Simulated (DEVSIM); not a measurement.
Device: Au/SiO2/p-GaSb capacitor, at 400 K.

| layer (left to right) | material | thickness (nm) | Na (cm⁻³) |
|---|---|---|---|
| 1 | SiO2 | 22.0 | - |
| 2 | GaSb | 3200 | 3.5e16 |

Metal gate on the left, work function 5.1 eV. Fixed charge at the semiconductor interface 0 cm⁻² (in units of +e); no interface traps.

This is a model device: material constants are rounded textbook-type values typed into the input, and sizes, dopings and lifetimes were drawn at random. Values at 300 K; Nc and Nv go as T^1.5, mobilities as T to minus their exponent, the gap by Varshni's rule with the affinity fixed.

```
parameter         SiO2     GaSb
----------------  ----  -------
gap (eV)             9    0.726
affinity (eV)      0.9     4.06
permittivity       3.9     15.7
Nc (cm⁻³)            -   2.1e17
Nv (cm⁻³)            -   1.8e19
Varshni α (eV/K)     -  0.00042
Varshni β (K)        -      140
```

DEVSIM, 1D Poisson equation in equilibrium, Boltzmann statistics, complete ionisation; no quantum confinement or tunnelling. Metal contacts follow the ideal Schottky-Mott rule: no Fermi-level pinning, no interface dipoles.

Base results: flat-band voltage (V) 0.58; capacitance of the dielectric stack (μF/cm²) 0.157; threshold voltage (band bending 2φF) (V) 1.45; minimum of the low-frequency capacitance (μF/cm²) 0.0718.

Q: What follows from this one change: substrate doping 3.5e+16 → 3.5e+15 cm^-3?

A: flat-band voltage 0.58 → 0.66 V; capacitance of the dielectric stack little changed (0.157 μF/cm²); threshold voltage (band bending 2φF) 1.45 → 1.00 V; minimum of the low-frequency capacitance 0.0718 → 0.0451 μF/cm².

Q: What follows from this one change: temperature 400 → 250 K?

A: flat-band voltage 0.58 → 0.42 V; capacitance of the dielectric stack little changed (0.157 μF/cm²); threshold voltage (band bending 2φF) 1.45 → 1.62 V; minimum of the low-frequency capacitance 0.0718 → 0.0583 μF/cm².

Q: What follows from this one change: fixed charge 0 → 2.1e+11 cm^-2?

A: flat-band voltage 0.58 → 0.37 V; capacitance of the dielectric stack little changed (0.157 μF/cm²); threshold voltage (band bending 2φF) 1.45 → 1.24 V; minimum of the low-frequency capacitance little changed (0.0721 μF/cm²).
